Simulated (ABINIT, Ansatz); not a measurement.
An Ansatz (a first-principles code) input for a self-consistent single point of MnO₂ (P4_2/mnm, 6 atoms in the cell) (DFT, PBE, plane waves, default PAW files):

Ansatz 0.2 input:
```yaml
crystal:
  lattice:
    - [4.23004500, 0.00000000, 0.00000000]
    - [0.00000000, 4.23004500, 0.00000000]
    - [0.00000000, 0.00000000, 2.75607300]
  atoms:
    - { symbol: Mn, position: [0.00000000, 0.00000000, 0.00000000], spin: 4.0 }
    - { symbol: Mn, position: [0.50000000, 0.50000000, 0.50000000], spin: 4.0 }
    - { symbol: O, position: [0.30492000, 0.30492000, 0.00000000] }
    - { symbol: O, position: [0.69508000, 0.69508000, 0.00000000] }
    - { symbol: O, position: [0.19508000, 0.80492000, 0.50000000] }
    - { symbol: O, position: [0.80492000, 0.19508000, 0.50000000] }
basis:
  ecutwfc: 420.0
kpoints:
  mp_grid: { grid: [5, 5, 8] }
hamiltonian:
  xc: pbe
  pseudopotentials: { kind: paw }
magnetization:
  spin_polarized: true
scf:
  occupations: { method: fermi_dirac, width: 0.1 }
output:
  forces: true
  eigenvalues: true
  stress: true
```

Q: Translate this input to ABINIT.

A: One input that does it (others would too):

```
# MnO2, JTH v2.0 PBE PAW
pp_dirpath "./"
pseudos "Mn.GGA_PBE-JTH.xml, O.GGA_PBE-JTH.xml"
acell 3*1.0 Angstrom
rprim
         4.2300450000    0.0000000000    0.0000000000
         0.0000000000    4.2300450000    0.0000000000
         0.0000000000    0.0000000000    2.7560730000
natom 6
ntypat 2
znucl 25 8
typat 1 1 2 2 2 2
xred
         0.0000000000    0.0000000000    0.0000000000
         0.5000000000    0.5000000000    0.5000000000
         0.3049200000    0.3049200000    0.0000000000
         0.6950800000    0.6950800000    0.0000000000
         0.1950800000    0.8049200000    0.5000000000
         0.8049200000    0.1950800000    0.5000000000
ecut 60 Ry
pawecutdg 120 Ry
pawovlp -1
nsppol 2
spinat
      0 0 4
      0 0 4
      0 0 0
      0 0 0
      0 0 0
      0 0 0
occopt 3
tsmear 0.00367493
nband 40
kptopt 1
ngkpt 5 5 8
nshiftk 1
shiftk 0 0 0
nstep 100
tolvrs 1.0e-10
prtwf 0
prtden 0
enunit 2
```

Basis, cutoffs, solver keys and any potentials are the target program's own. This input uses DFT, PBE, plane waves, PAW (JTH v2.0 PBE PAW).

The starting cell comes from a database of computed structures (which also holds hypothetical and non-ambient phases and stackings), without a prior relaxation at this level. Its lattice was rescaled by a random factor within 2.5 % of one. For this run, on top of that: lattice scaled by 0.98.
